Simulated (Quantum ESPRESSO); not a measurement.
A self-consistent single point of Ta₂O₅ (Cm, 21 atoms in the cell) with Quantum ESPRESSO.

Computed with PBEsol, GBRV 1.5 ultrasoft (PBESOL) pseudopotentials (plane waves; Quantum ESPRESSO).

```
CELL_PARAMETERS angstrom
      6.33028    -3.49935     0.00000
      6.33028     3.49935     0.00000
     -3.78318     0.00000     6.08101
ATOMIC_POSITIONS crystal
  Ta 0.77813 0.25031 0.98482
  Ta 0.25031 0.77813 0.98482
  Ta 0.78820 0.78820 0.02517
  Ta 0.74062 0.74062 0.47234
  Ta 0.30816 0.30816 0.57178
  Ta 0.24398 0.24398 0.97849
  O  0.96202 0.96202 0.07957
  O  0.83239 0.83239 0.32145
  O  0.63172 0.09360 0.64986
  O  0.09360 0.63172 0.64986
  O  0.87169 0.45513 0.96481
  O  0.45513 0.87169 0.96481
  O  0.56513 0.16371 0.03054
  O  0.16371 0.56513 0.03054
  O  0.71427 0.71427 0.70632
  O  0.81872 0.42846 0.28853
  O  0.42846 0.81872 0.28853
  O  0.47217 0.47217 0.86342
  O  0.27915 0.27915 0.28508
  O  0.19313 0.19313 0.65844
  O  0.05941 0.05941 0.88015
```

Reference input (self-consistent single point, DFT, PBEsol, plane waves, GBRV 1.5 ultrasoft (PBESOL) pseudopotentials): ecutwfc = 40 Ry; ecutrho = 320 Ry; occupations = fixed; potentials = {Ta: ta_pbesol_v1.uspp.F.UPF, O: o_pbesol_v1.2.uspp.F.UPF}; K_POINTS = automatic 3 3 3 0 0 0; nbnd = 92; conv_thr = 1e-10 Ry; mixing_beta = 0.4. This run's input differs from it in these lines:

```diff
@@ -18,3 +18,3 @@
 &electrons
-  conv_thr = 1.0d-10
+  conv_thr = 7.3e-03
   mixing_beta = 0.4
```

Output, abridged:

```
     Self-consistent Calculation

     iteration #  1     ecut=    40.00 Ry     beta= 0.40

     negative rho (up, down):  5.716E-01 0.000E+00

     total energy              =   -1333.63862834 Ry
     estimated scf accuracy    <       8.41629874 Ry

     iteration #  2     ecut=    40.00 Ry     beta= 0.40

     negative rho (up, down):  5.779E-01 0.000E+00

     total energy              =   -1335.94489689 Ry
     estimated scf accuracy    <       0.81076913 Ry

     iteration #  3     ecut=    40.00 Ry     beta= 0.40

     negative rho (up, down):  5.818E-01 0.000E+00

     total energy              =   -1336.07745567 Ry
     estimated scf accuracy    <       0.11177106 Ry

     iteration #  4     ecut=    40.00 Ry     beta= 0.40

     negative rho (up, down):  5.873E-01 0.000E+00

     total energy              =   -1336.10210535 Ry
     estimated scf accuracy    <       0.02300595 Ry

     iteration #  5     ecut=    40.00 Ry     beta= 0.40

     negative rho (up, down):  5.899E-01 0.000E+00
     End of self-consistent calculation

     highest occupied, lowest unoccupied level (ev):     7.6328   10.8210

!    total energy              =   -1336.10178900 Ry
     estimated scf accuracy    <       0.00540678 Ry

     convergence has been achieved in   5 iterations

     negative rho (up, down):  5.899E-01 0.000E+00

     Forces acting on atoms (cartesian axes, Ry/au):

     atom    1 type  1   force =    -0.00382002    0.00029237   -0.00483616
     atom    2 type  1   force =    -0.00382002   -0.00029237   -0.00483616
     atom    3 type  1   force =     0.00417239    0.00000000   -0.00575906
     atom    4 type  1   force =     0.00233799    0.00000000   -0.00211212
     atom    5 type  1   force =     0.00916975    0.00000000    0.00633331
     atom    6 type  1   force =    -0.00416483    0.00000000    0.00286738
   [... lines left out ...]
     Total force =     0.021955     Total SCF correction =     0.138847
   [... lines left out ...]

     negative rho (up, down):  5.899E-01 0.000E+00
          total   stress  (Ry/bohr**3)                   (kbar)     P=       29.76
   0.00021007   0.00000000  -0.00002658           30.90        0.00       -3.91
  -0.00000000   0.00014981   0.00000000           -0.00       22.04        0.00
  -0.00002658   0.00000000   0.00024713           -3.91        0.00       36.35

   JOB DONE.
```

The run converged in 5 iterations. Against the reference run the free energy goes up by 1.8 meV/atom, the pressure goes from -1.65 to 2.98 GPa, the largest force goes from 0.170 to 0.287 eV/Å and the gap on the mesh goes from 3.162 to 3.188 eV. The full log also holds: “SCF correction compared to forces is large: reduce conv_thr to get better values”.

The starting cell comes from a database of computed structures (which also holds hypothetical and non-ambient phases and stackings), without a prior relaxation at this level. Spin-orbit coupling is off.

Cost on one core of a shared machine: roughly 4 min.
